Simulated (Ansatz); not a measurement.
The parent structure is BAs (space group P4_2/mnm, No. 136; a = 5.837 Å, c = 3.362 Å; a hypothetical phase, not in the database extracts checked).

One thing is altered: a hydrostatic pressure of 7.5 GPa.

Levels (all Ansatz, a quantum-chemistry and plane-wave program, PAW): PBEsol (420 eV, scalar-relativistic without spin-orbit coupling); PBEsol+SOC (420 eV, spin-orbit coupling included).

The geometry is relaxed with PBEsol.

- PBEsol electron mass = 0.44 mₑ along k, 0.32 mₑ across (off the special points)
- PBEsol smallest direct gap = 0.99 eV
- PBEsol band gap = 0.44 eV

**Question.** What does PBEsol+SOC give at this geometry for the electron mass, smallest direct gap and band gap?

**Answer.** The electron mass is still 0.44 mₑ along k, 0.32 mₑ across (off the special points); the smallest direct gap drops by 0.066 eV to 0.93 eV; the band gap shrinks by 0.07 eV to 0.37 eV.

Single points use the geometry relaxed with PBEsol. The spin-orbit shifts are approximate. Load acts through the strain it causes; cell and atoms are relaxed under it. Effective masses come from finite differences of ±0.01 Å⁻¹. Along k means along the line from Γ to the band edge. No phonon test of stability was made. Competing high-pressure phases were not computed.
